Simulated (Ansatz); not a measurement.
# Convergence series on Sb₂Pt (Pa-3, 12 atoms in the cell)

```
CELL_PARAMETERS angstrom
      6.56477     0.00000     0.00000
      0.00000     6.56477     0.00000
      0.00000     0.00000     6.56477
ATOMIC_POSITIONS crystal
  Sb 0.37525 0.12475 0.87525
  Sb 0.62475 0.87525 0.12475
  Sb 0.12475 0.87525 0.37525
  Sb 0.87525 0.12475 0.62475
  Sb 0.87525 0.37525 0.12475
  Sb 0.12475 0.62475 0.87525
  Sb 0.62475 0.62475 0.62475
  Sb 0.37525 0.37525 0.37525
  Pt 0.00000 0.50000 0.50000
  Pt 0.50000 0.50000 0.00000
  Pt 0.50000 0.00000 0.50000
  Pt 0.00000 0.00000 0.00000
```

Level of theory: PBE, PAW files (plane waves; Ansatz, a program for electronic structure).

The starting cell comes from a database of computed structures (which also holds hypothetical and non-ambient phases and stackings), without a prior relaxation at this level. Its lattice was rescaled by a random factor within 2.5 % of one. Spin polarisation is off. Ansatz's pressure includes its estimate of the finite-basis (Pulay) stress.

Held fixed: kpoints.mp_grid.grid = 5 5 5; hamiltonian.xc = pbe; hamiltonian.pseudopotentials = {kind: paw} (the program's default PAW files); scf.occupations.method = cold; scf.occupations.width = 0.136 eV.

ΔF is the free energy per atom less that of the last row (840 eV).

The first pressure column holds Ansatz's estimate of the finite-basis (Pulay) stress, which hides part of the cutoff error; the other is without it.

| basis.ecutwfc | ΔF (meV/atom) | pressure (GPa) | largest force (eV/Å) | pressure at a fixed set of plane waves (GPa) | plane waves |
|---|---|---|---|---|---|
| 170 eV | 17808.5 | -4.85 | 0.771 | -511.37 | 1365 |
| 210 eV | 4011.9 | -3.80 | 0.235 | -150.11 | 1935 |
| 250 eV | 766.3 | 0.76 | 0.057 | -37.95 | 2517 |
| 295 eV | 84.4 | -0.33 | 0.087 | -6.33 | 3239 |
| 335 eV | 9.3 | -0.54 | 0.071 | -1.29 | 3887 |
| 380 eV | 2.2 | -0.56 | 0.070 | -0.60 | 4729 |
| 420 eV | 1.46 | -0.57 | 0.071 | -0.60 | 5497 |
| 485 eV | 0.49 | -0.57 | 0.071 | -0.59 | 6859 |
| 545 eV | 0.21 | -0.58 | 0.071 | -0.58 | 8217 |
| 630 eV | 0.08 | -0.58 | 0.071 | -0.58 | 10131 |
| 735 eV | 0.03 | -0.58 | 0.071 | -0.58 | 12893 |
| 840 eV | 0.00 | -0.58 | 0.071 | -0.58 | 15515 |

Pressure within 0.2 GPa of the last row: from basis.ecutwfc = 335 eV on; the one before it is off by 0.25 GPa. The value it settles on is -0.6 GPa at this level of theory and with the other settings as held.

Keys are those of Ansatz 0.2.
